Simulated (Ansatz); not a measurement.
Consider CuI in the zinc blende structure (space group F-43m, No. 216; a = 6.023 Å). Axes: x, y, z lie along the cube axes.

The values are results of r2SCAN in Ansatz (plane waves to 500 eV, PAW, spin-orbit coupling left out), not measurements.

Strains are applied to the cell and any free atomic positions relax.

One change was made to it. Results:

The energy rises by 2.3 meV/atom; the band gap decreases by 0.03 eV, from 1.67 eV to 1.64 eV; the valence-band top at Γ (three highest levels, from the VBM) becomes 0.00, -0.03, -0.04 eV (base: 0.00, 0.00, 0.00 eV).

Problem. Name the change that was made.
A) tensor shear ε_xy = +1.14 %
B) tensor shear ε_xy = +0.57 %
C) tensor shear ε_xy = +0.29 %
D) tensor shear ε_xy = +0.86 %
E) tensor shear ε_xy = +1.71 %

Solution. E, tensor shear ε_xy = +1.71 %. For comparison, the energy relative to the base in the other runs: tensor shear ε_xy = +0.29 % gives +0.1 meV/atom; tensor shear ε_xy = +0.86 % gives +0.6 meV/atom; tensor shear ε_xy = +0.57 % gives +0.3 meV/atom; tensor shear ε_xy = +1.14 % gives +1.0 meV/atom.

With I present, leaving out spin-orbit coupling can change the band edges. Whether these cells are dynamically stable was not tested. The final runs are not spin-polarised.

Ansatz is an electronic-structure program.
